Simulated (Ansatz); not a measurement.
Levels about the gap of amorphous Hf$_{18}$O$_{41}$Ta$_{2}$ (61 atoms in a cell of 791 Å³, 8.88 g/cm³; zone centre alone, so wide bands show as single levels with stretches between that a denser mesh fills), at the geometry that PBE relaxed, where it gives 1.6 GPa on a denser mesh. The participation number counts the atoms over which a state spreads; weights are charges in smoothed Voronoi cells. The levels come from a single point, so bond lengths are those of that geometry. Method of the levels: PBE, scalar-relativistic without spin-orbit coupling (Ansatz, a program for electronic structure). Sampling: the zone centre alone; Fermi-Dirac width 0.02 eV; no spin polarisation. At PBE the levels at the filled edge of the gap are localised (band-tail or defect states).

It comes from a melt-quench run on a machine-learned potential (CHGNet), relaxed afterwards by DFT. O atoms were pushed apart under 1.9 Å during the dynamics, to hinder bonds among them. The hot cell started wider than the set density and was brought back towards it in steps. It is the lowest in DFT energy of 2 quenches. It is a model cell: composition and starting density were chosen by hand, and all elements were melted together. No dispersion term was used. Its density started from a set value of 8.88 and ended at 8.88 g/cm³. Cooling (nominally 380 K/ps over its main leg) ran many orders faster than in experiment, which tends to leave more defects and strain. One small periodic cell is one sample of the glass; other quenches scatter about these values. The volume was held where the preparation left it and the shape relaxed, at a PBE pressure of 1.6 GPa. Stress components on the final sampling reach 1.8 GPa.

```tsv
E - E(highest filled), eV	filling	participation number	largest on	weight O	weight Hf	weight Ta
-0.39	filled	18.8	O, 3 neighbours	0.95	0.04	0.00
-0.34	filled	19.3	O, 3 neighbours	0.95	0.05	0.00
-0.27	filled	19.6	O, 3 neighbours	0.95	0.05	0.01
-0.22	filled	5.7	O, 2 neighbours	0.94	0.06	0.00
-0.15	filled	17.9	O, 3 neighbours	0.95	0.04	0.01
-0.10	filled	18.9	O, 3 neighbours	0.95	0.05	0.00
0.00	filled	4.5	O, 2 neighbours	0.95	0.04	0.00
4.04	empty	15.9	Ta, 5 neighbours	0.38	0.34	0.29
4.12	empty	25.3	Ta, 6 neighbours	0.42	0.41	0.17
4.18	empty	29.9	Ta, 5 neighbours	0.43	0.41	0.16
4.23	empty	10.8	Ta, 6 neighbours	0.36	0.35	0.29
4.30	empty	31.1	Hf, 7 neighbours	0.41	0.48	0.12
4.39	empty	16.0	Ta, 5 neighbours	0.39	0.41	0.20
4.43	empty	22.8	Hf, 7 neighbours	0.40	0.52	0.08
```

Most localised among these is the filled level at +0.00 eV, on a O atom, which has 2 neighbours (Hf 1.96 Å, Hf 2.00 Å).
